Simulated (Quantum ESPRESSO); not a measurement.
Quantum ESPRESSO run on a (001) slab of H2 (cut from a parent of space group no. 139; 8 atoms in the cell): self-consistent single point.

Computed with vdW-DF, SSSP 1.1.2 precision (PBE) pseudopotentials (plane waves; Quantum ESPRESSO).

```xyz
8
Lattice="3.3831 0.0000 0.0000 0.0000 3.3831 0.0000 0.0000 0.0000 18.9177" Properties=species:S:1:pos:R:3 pbc="T T T"
H      0.0000     0.0000     8.0585
H      0.0000     0.0000     8.8007
H      1.6915     1.6915     6.0000
H      1.6915     1.6915     6.7422
H      0.0000     0.0000    12.1755
H      0.0000     0.0000    12.9177
H      1.6915     1.6915    10.1170
H      1.6915     1.6915    10.8592
```

Reference input (self-consistent single point, DFT, LDA (PZ), plane waves, GBRV 1.5 ultrasoft (LDA) pseudopotentials): ecutwfc = 40 Ry; ecutrho = 200 Ry; occupations = smearing; smearing = gaussian; degauss = 0.0036749 Ry; mixing_mode = local-TF; potentials = {H: h_lda_v1.4.uspp.F.UPF}; K_POINTS = automatic 10 10 1 0 0 0; conv_thr = 1e-09 Ry; mixing_beta = 0.4. This run's input differs from it in these lines:

```diff
@@ -12,4 +12,3 @@
     ntyp = 1,
-    ecutwfc = 40,
-    ecutrho = 200,
+    ecutwfc = 75,
     occupations = 'smearing',
@@ -17,2 +16,3 @@
     degauss = 0.0036749,
+    input_dft = 'vdw-df',
 /
@@ -24,3 +24,3 @@
 ATOMIC_SPECIES
-H      1.0080  h_lda_v1.4.uspp.F.UPF
+H      1.0080  H_ONCV_PBE-1.0.oncvpsp.upf
 ATOMIC_POSITIONS {crystal}
```

Output, abridged:

```
     Self-consistent Calculation

     iteration #  1     ecut=    75.00 Ry     beta= 0.40

     total energy              =      -9.77481614 Ry
     estimated scf accuracy    <       0.47985169 Ry

     iteration #  2     ecut=    75.00 Ry     beta= 0.40

     total energy              =      -9.63983684 Ry
     estimated scf accuracy    <       0.24490132 Ry

     iteration #  3     ecut=    75.00 Ry     beta= 0.40

     total energy              =      -9.67675149 Ry
     estimated scf accuracy    <       0.00879160 Ry

   [... 9 blocks of this kind left out ...]

     iteration # 13     ecut=    75.00 Ry     beta= 0.40

     negative rho (up, down):  1.058E-05 0.000E+00

     total energy              =      -9.66834695 Ry
     estimated scf accuracy    <       0.00000004 Ry

     iteration # 14     ecut=    75.00 Ry     beta= 0.40
     End of self-consistent calculation

     the Fermi energy is    -4.1651 ev

!    total energy              =      -9.66834705 Ry
     estimated scf accuracy    <          9.3E-10 Ry
     smearing contrib. (-TS)   =      -0.00000000 Ry
     internal energy E=F+TS    =      -9.66834705 Ry

     convergence has been achieved in  14 iterations

     Forces acting on atoms (cartesian axes, Ry/au):

     atom    1 type  1   force =     0.00000000    0.00000000    0.00604292
     atom    2 type  1   force =     0.00000000    0.00000000   -0.00588167
     atom    3 type  1   force =     0.00000000    0.00000000    0.00405010
     atom    4 type  1   force =     0.00000000    0.00000000   -0.00601960
     atom    5 type  1   force =     0.00000000    0.00000000    0.00601960
   [... lines left out ...]

     Total force =     0.015732     Total SCF correction =     0.000014

          total   stress  (Ry/bohr**3)                   (kbar)     P=        0.47
   0.00000892   0.00000000   0.00000000            1.31        0.00        0.00
   0.00000000   0.00000892   0.00000000            0.00        1.31        0.00
   0.00000000   0.00000000  -0.00000823            0.00        0.00       -1.21

   JOB DONE.
```

The run converged in 14 iterations. Against the reference run the largest force goes from 1.401 to 0.155 eV/Å and the gap on the mesh goes from 8.715 to 8.748 eV.

The starting cell comes from a database of computed structures (which also holds hypothetical and non-ambient phases and stackings), without a prior relaxation at this level. The slab is cut from that crystal, and its faces are unrelaxed.

Cost on one core of a shared machine: roughly 3 min.
